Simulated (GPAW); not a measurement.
A self-consistent single point of Hf₂Al₃Au (P1, 6 atoms in the cell) with GPAW.

Method of the run: LDA (Perdew-Wang 92), GPAW PAW datasets LDA (gpaw-data 1.0.1) (plane waves; GPAW).

The change in words: lattice scaled by 0.98. Reference geometry:
```yaml
crystal:
  lattice:
    - [2.64712, 1.52832, 4.24390]
    - [-2.64712, 1.52832, 4.24390]
    - [0.00000, -3.05663, 4.24390]
  atoms:
    - { symbol: Hf, position: [0.36168, 0.37738, 0.38965] }
    - { symbol: Hf, position: [0.62696, 0.60309, 0.61763] }
    - { symbol: Al, position: [0.50284, 0.00654, 0.00027] }
    - { symbol: Al, position: [0.01356, 0.50466, 0.99088] }
    - { symbol: Al, position: [0.99468, 0.01992, 0.48797] }
    - { symbol: Au, position: [0.00030, 0.98841, 0.01359] }
```

Reference input (self-consistent single point, DFT LDA (Perdew-Wang 92), plane waves, GPAW PAW datasets LDA (gpaw-data 1.0.1)): mode = pw; ecut = 550 eV; xc = LDA; kpts = 4 4 4; mesh shift (steps) = 0 0 0; occupations.name = fermi-dirac; occupations.width = 0.1 eV; nbands = -12; convergence.density = 1e-05 e/electron; convergence.energy = 1e-05 eV/electron; symmetry.symmorphic = false; symmetry.tolerance = 0.0005. This run's input differs from it in these lines:

```diff
@@ -5,5 +5,5 @@
 atoms = Atoms(['Hf', 'Hf', 'Al', 'Al', 'Al', 'Au'],
-              cell=[[2.647120, 1.528315, 4.243900],
-                    [-2.647120, 1.528315, 4.243900],
-                    [0.000000, -3.056631, 4.243900]],
+              cell=[[2.594178, 1.497749, 4.159022],
+                    [-2.594178, 1.497749, 4.159022],
+                    [0.000000, -2.995498, 4.159022]],
               scaled_positions=[[0.361675, 0.377377, 0.389652],
```

Output, abridged:

```
     iter     time        total  log10-change:
                         energy   eigst   dens
iter:   1 --:--:--   -40.190543
iter:   2 --:--:--   -39.011887   -1.10  -1.12
iter:   3 --:--:--   -37.275510   -1.10  -1.15
iter:   4 --:--:--   -36.893974   -1.32  -1.28
iter:   5 --:--:--   -37.168493   -1.14  -1.45
   [... 3 lines left out ...]
iter:   9 --:--:--   -36.777984   -2.72  -2.37
iter:  10 --:--:--   -36.776734   -4.11  -2.70
iter:  11 --:--:--   -36.777238   -4.27  -2.83
iter:  12 --:--:--   -36.776941   -4.20  -3.02
iter:  13 --:--:--   -36.776880c  -5.81  -3.33
iter:  14 --:--:--   -36.776811c  -6.05  -3.38
iter:  15 --:--:--   -36.776742c  -5.59  -3.48
iter:  16 --:--:--   -36.776793c  -5.88  -3.62
iter:  17 --:--:--   -36.776734c  -5.67  -3.50
iter:  18 --:--:--   -36.776711c  -6.02  -3.69
iter:  19 --:--:--   -36.776659c  -5.80  -3.75
iter:  20 --:--:--   -36.776647c  -6.71  -4.07
iter:  21 --:--:--   -36.776669c  -6.45  -4.03
iter:  22 --:--:--   -36.776691c  -6.81  -4.32
iter:  23 --:--:--   -36.776684c  -7.51c -4.61
iter:  24 --:--:--   -36.776681c  -8.12c -4.78
iter:  25 --:--:--   -36.776684c  -8.80c -4.89
iter:  26 --:--:--   -36.776683c  -9.98c -5.07c
Converged after 26 iterations.

Dipole moment: (0.027967, 0.034501, -2.082941) |e|*Ang

Energy contributions relative to reference atoms: (reference = -1355331.493834)

Kinetic:        +36.337825
Potential:      -26.710364
External:        +0.000000
XC:             -45.559959
Entropy (-ST):   -0.132065
Local:           -0.778152
SIC:             +0.000000
--------------------------
Free energy:    -36.842715
Extrapolated:   -36.776683

Showing only first 2 kpts
 Kpt  Band  Eigenvalues  Occupancy
  0    20      7.85576    2.00000
  0    21      8.58263    1.99999
  0    22      8.70918    1.99998
  0    23     11.63977    0.00000

  1    20      8.81674    1.99995
  1    21      9.03729    1.99952
  1    22      9.95819    0.58823
  1    23     11.82183    0.00000

Fermi level: 9.87064

No gap
   [... lines left out ...]
  0 Hf    0.46475    0.45086   -0.08238
  1 Hf   -0.68312   -0.00289    0.85728
  2 Al    0.24306   -0.15134   -0.38213
  3 Al   -0.25220   -0.08281   -0.55194
  4 Al    0.42683   -0.73979    0.08132
  5 Au   -0.19933    0.52594    0.07782

Stress tensor:
    -0.032422     0.001518     0.003183
     0.001518    -0.033669    -0.000245
     0.003183    -0.000245    -0.040073
Stress (GPa, Voigt): [-5.1946 -5.3943 -6.4203 -0.0393  0.5099  0.2432]
```

The run converged in 26 iterations. GPAW prints stress with tension positive. Against the reference run the free energy goes up by 5.6 meV/atom, the pressure goes from -3.44 to 5.67 GPa and the largest force goes from 0.869 to 1.096 eV/Å.

The starting cell comes from a database of computed structures (which also holds hypothetical and non-ambient phases and stackings), without a prior relaxation at this level. Its atoms were displaced at random from the sites of space group no. 166. For this run, on top of that: lattice scaled by 0.98. With a pressure of about 6 GPa the cell is away from its equilibrium volume at this level. Forces in this geometry exceed 1 eV/Å.

Cost on one core of a shared machine: roughly 5 min.
